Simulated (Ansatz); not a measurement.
The structure below was relaxed with DFT with PBE, PAW potentials and a 420 eV plane-wave cutoff in Ansatz (a first-principles code), spin-orbit coupling left out, at pressure 9 GPa.

```
CELL_PARAMETERS angstrom
      3.00970     0.00000     0.00000
     -1.50485     2.60647     0.00000
      0.00000     0.00000     4.90856
ATOMIC_POSITIONS crystal
  Mg 0.66667 0.33333 0.75000
  Mg 0.33333 0.66667 0.25000
```

Problem. Find the space group and the Wyckoff positions.

Solution. Space group P6₃/mmc (No. 194); a = b = 3.010 Å, c = 4.909 Å, α = β = 90.00°, γ = 120.00°

| atom | site | symmetry | x | y | z |
|---|---|---|---|---|---|
| Mg | 2c | -6m2 | 0.3333 | 0.6667 | 0.2500 |

Problem. Describe the coordination.

Solution. The crystal has 2 atoms in its conventional cell. Cell: a = b = 3.0097 Å, c = 4.9086 Å, α = β = 90.00°, γ = 120.00°. Mg has 12 Mg at 3.007–3.010 Å (anticuboctahedral). (Neighbours: up to the widest gap in distance over summed covalent radii, below 1.35, at either atom.)

Load acts through the strain it causes; cell and atoms are relaxed under it. No phonon test of stability was made. No other phases were tried under pressure. The cell was made from Mg in the hcp (Mg type) structure (space group P6_3/mmc, No. 194) by this change: pressure 9 GPa.
